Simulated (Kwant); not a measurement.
System: six-terminal Hall bar in a InAs two-dimensional gas. Effective mass 0.023 mₑ, grid spacing 5.8 nm, hard walls, nominal width 150 nm (25 grid rows, so walls 150.8 nm apart), one parabolic valley, scattering region 390 nm long along x; energies count from the band bottom; Fermi energy swept from 0.0044 to 0.0352 eV. Four side probes 75 nm wide, two on each edge; current runs along x; the sign of the Hall resistance is a convention. Perpendicular field 1.1 T, also in the leads; orbital effect alone.

Constants are typed, rounded textbook-type inputs, not results; the design itself was drawn at random and stands for no fabricated device.

Model: effective-mass tight-binding model on a square grid, one spin, coherent transport at 0 K (Kwant). Resistances are in h/e².

How many Landau levels lie under the Fermi energy, and what Hall resistance follows, at 16.4 meV and 1.10 T; 21.6 meV and 1.10 T; 26.8 meV and 1.10 T; 32.1 meV and 1.10 T?

ħωc = ħeB/m = 5.03 meV a tesla; levels lie at (n + ½)ħωc. E/ħωc = 2.96 gives 3 levels and h/(3e²) = 0.333; simulated 0.333. E/ħωc = 3.91 gives 4 levels and h/(4e²) = 0.250; simulated 0.251. E/ħωc = 4.85 gives 5 levels and h/(5e²) = 0.200; simulated 0.199. E/ħωc = 5.79 gives 6 levels and h/(6e²) = 0.167; simulated 0.152, off the plateau. The count is that of a wide sample; where the walls of bar or probes squeeze the orbits, it misses.
